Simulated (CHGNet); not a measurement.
# Cubic perovskite BaZrO₃

These are the machine-learned potential CHGNet 0.3.0 (trained on PBE and PBE+U data) values and carry that method's errors.

Cell (relaxed at this level):

```cif
data_BaO3Zr
_chemical_formula_sum 'Ba1 Zr1 O3'
_space_group_name_H-M_alt 'Pm-3m'
_space_group_IT_number 221
_space_group_name_Hall '-P 4 2 3'
_cell_length_a 4.25457
_cell_length_b 4.25457
_cell_length_c 4.25457
_cell_angle_alpha 90.000
_cell_angle_beta 90.000
_cell_angle_gamma 90.000
loop_
_atom_site_label
_atom_site_type_symbol
_atom_site_symmetry_multiplicity
_atom_site_Wyckoff_symbol
_atom_site_fract_x
_atom_site_fract_y
_atom_site_fract_z
_atom_site_occupancy
Ba1 Ba 1 a 0.00000 0.00000 0.00000 1
Zr1 Zr 1 b 0.50000 0.50000 0.50000 1
O1 O 3 c 0.00000 0.50000 0.50000 1
```

```yaml
lattice_constant_a: 4.255 Å
volume_per_atom: 15.40 Å³/atom
```

Measured, for comparison: lattice constant a 4.191 Å, equilibrium volume per atom 14.72 Å³/atom (temperature not stated, not corrected to a static lattice; as tabulated in Evaestov et al. (2010), arXiv:1010.1170). Computed (rounded) less measured: lattice constant a +1.5 %, equilibrium volume per atom +4.6 %.

A machine-learned potential is trained on density-functional data: it inherits that level's misses and adds fitting errors of its own.
